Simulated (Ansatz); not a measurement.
Consider BN in the wurtzite structure (space group P6_3mc, No. 186; a = 2.5545 Å, c = 4.2246 Å).

Method: Ansatz (a quantum-chemistry and plane-wave program) PBE, scalar-relativistic without spin-orbit coupling.

Base values:

```
Property              Result
-------------------  -------
Lattice parameter a  2.555 Å
```

It is then changed as follows: cell and atoms relaxed at a pressure of 9 GPa.

Task: Estimate the effect on the lattice parameter a.

Result: The lattice parameter a falls by 0.020 Å to 2.535 Å.

Load acts through the strain it causes; cell and atoms are relaxed under it. No phonon test of stability was made. Competing high-pressure phases were not computed.
